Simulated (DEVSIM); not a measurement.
Device: abrupt In0.53Ga0.47As n-p junction, at 250 K.

Layer 1 from the left is In0.53Ga0.47As, thickness (μm) 0.150, Nd (cm⁻³) 1.2e16, τn (s) 6e-9, τp (s) 6e-9. Layer 2 from the left is In0.53Ga0.47As, thickness (μm) 2.60, Na (cm⁻³) 7.3e17, τn (s) 6e-9, τp (s) 6e-9.

Left contact: ohmic. Right contact: ohmic. Voltage is applied to the left contact. Recombination: SRH at mid-gap, Auger. Mobility is μmin + (μ − μmin)/(1 + (N/Nref)^α).

The device is made up for the run: typed textbook-type constants, with dimensions and the other settings drawn at random. Values at 300 K; Nc and Nv go as T^1.5, mobilities as T to minus their exponent, the gap by Varshni's rule with the affinity fixed.

In0.53Ga0.47As: gap (eV) 0.74, affinity (eV) 4.51, permittivity 13.9, Nc (cm⁻³) 2.1e17, Nv (cm⁻³) 7.7e18, μn (cm²/Vs) 12000, μp (cm²/Vs) 300, μn,min 300, μp,min 10, Nref,n 1.3e17, Nref,p 4.9e17, αn 0.48, αp 0.4, T exponent of μn 1.6, T exponent of μp 1.6, Cn (cm⁶/s) 5e-29, Cp (cm⁶/s) 5e-29, Varshni α (eV/K) 0.00035, Varshni β (K) 190.

Model (solved in DEVSIM): 1D drift-diffusion, Boltzmann statistics, complete ionisation; no tunnelling, impact ionisation, image-force lowering or self-heating.

**Question.** What does the simulation give for the largest field in the device at zero bias, the dark forward voltage at 1 A/cm², the potential step across the device at zero bias?

**Answer.** largest field in the device at zero bias 60000 V/cm; dark forward voltage at 1 A/cm² 0.380 V; potential step across the device at zero bias 0.654 V.
